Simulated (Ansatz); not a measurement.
**SiO₂ (P4₁2₁2, No. 92)**

The numbers are results of LDA (Ansatz, a program for electronic structure, plane waves, PAW), not measurements.

Run with plane-wave cutoff 500 eV, 6×6×6 k mesh, gaussian smearing 0.02 eV, scalar-relativistic PAW data made under PBE.

Cell (relaxed at this level):

Space group P4₁2₁2 (No. 92); a = b = 4.944 Å, c = 6.871 Å, α = β = γ = 90.00°

```tsv
atom	site	symmetry	x	y	z
Si	4a	..2	0.3043	0.3043	0.0000
O	8b	1	0.2373	0.1133	0.1834
```

For SiO₂ (P4₁2₁2, No. 92), the band gap comes out as 5.55 eV (on the SCF k mesh).

The computed numbers hold no vibrational or temperature effects.
